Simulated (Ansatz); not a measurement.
# A computed series for BN: response to strain

Consider BN in the h-BN type structure (space group P6_3/mmc, No. 194; a = 2.500 Å, c = 6.525 Å; layered, stacked along the Cartesian z axis). Axes: x lies along a and z along c of the hexagonal cell.

Strains are applied to the cell and any free atomic positions relax; under biaxial strain the out-of-plane vector relaxes too.

Computed with Ansatz (a quantum-chemistry and plane-wave program) r2SCAN+rVV10, spin-orbit coupling left out, earlier PAW set.

| case | gap character | shortest interatomic distance | smallest direct gap |
|---|---|---|---|
| base | indirect, k = (0.267, 1/3, 0) in the run's primitive reciprocal basis → M | 2.727 bohr | 5.18 eV |
| biaxial strain −4.40 %, plane normal [001], relaxed out of plane | indirect, k = (0.267, -0.400, 0) in the run's primitive reciprocal basis → M | 2.607 bohr | 5.54 eV |
| biaxial strain −3.02 %, plane normal [001], relaxed out of plane | indirect, k = (0.267, -0.400, 0) in the run's primitive reciprocal basis → M | 2.645 bohr | 5.43 eV |
| biaxial strain +2.40 %, plane normal [001], relaxed out of plane | indirect, k = (0.267, -0.400, 0) in the run's primitive reciprocal basis → M | 2.793 bohr | 4.98 eV |
| isotropic strain +3.98 % | – | 2.836 bohr | 4.98 eV |
| isotropic strain +5.63 % | – | 2.881 bohr | 4.85 eV |
| uniaxial strain ε_xx = −0.92 % | indirect, k = (0.400, 0.267, 0) in the run's primitive reciprocal basis → Y | [?] | [?] |
| uniaxial strain ε_xx = +2.85 % | indirect, k = (0.267, 1/3, 0) in the run's primitive reciprocal basis → S | 2.741 bohr | 4.97 eV |
| uniaxial strain ε_xx = +5.35 % | indirect, k = (0.200, 0.400, 0) in the run's primitive reciprocal basis → S | 2.748 bohr | 4.76 eV |
| uniaxial strain ε_zz = −2.46 % | indirect, k = (0.267, 1/3, 0) in the run's primitive reciprocal basis → M | 2.727 bohr | 5.09 eV |

Complete the table.


- uniaxial strain ε_xx = −0.92 %, shortest interatomic distance: 2.711 bohr
- uniaxial strain ε_xx = −0.92 %, smallest direct gap: 5.20 eV

Whether these cells are dynamically stable was not tested. Labels are those of the standard path for the cell's own space group.
